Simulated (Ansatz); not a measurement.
The reference is FePt (space group P4/mmm, No. 123; a = 2.735 Å, c = 3.722 Å; ferromagnetic; relaxed with 0.1 eV smearing). Axes: x, y, z lie along a, b, c of the conventional cell.

The values are results of Kohn–Sham DFT with the r2SCAN functional, run in Ansatz (a first-principles code) with PAW and 500 eV plane waves, no SOC, not measurements.

For the base:

```
Item                Value
---------------  --------
Volume per atom  13.92 Å³
```

Now apply this change: tensile biaxial strain of 0.26 % in the plane normal to [001], as in epitaxy on a mismatched substrate; the out-of-plane cell vector and the atoms relax.

**Question.** Predict the new in-plane stress.

**Answer.** The mean in-plane stress (compression positive) is -0.7 GPa.

**Question.** What happens to the volume per atom?

**Answer.** The volume per atom increases by 0.03 Å³ (13.92 Å³ → 13.95 Å³).

The magnetic state is the one reached from the starting moments; the real material's order can differ, and small cells can't hold many antiferromagnetic ones. No phonon test of stability was made.
